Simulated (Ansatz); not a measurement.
Start from Nb in the bcc (W type) structure (space group Im-3m, No. 229; a = 3.271 Å).

Computed with Ansatz (a quantum-chemistry and plane-wave program), PBEsol, PAW, cutoff 420 eV, without spin-orbit coupling.

Before the change:

| Quantity | Value |
|---|---|
| Pressure | 0.0 GPa |

One thing is altered: every lattice vector is stretched by 1.62 %, atoms relaxed at fixed cell.

### Question
What happens to the energy relative to the base and pressure?

### Answer
The energy rises by 23 meV/atom; the pressure goes from zero to -8.0 GPa.

The cells carry an imposed strain or load. Whether these cells are dynamically stable was not tested. All final runs are without spin polarisation.
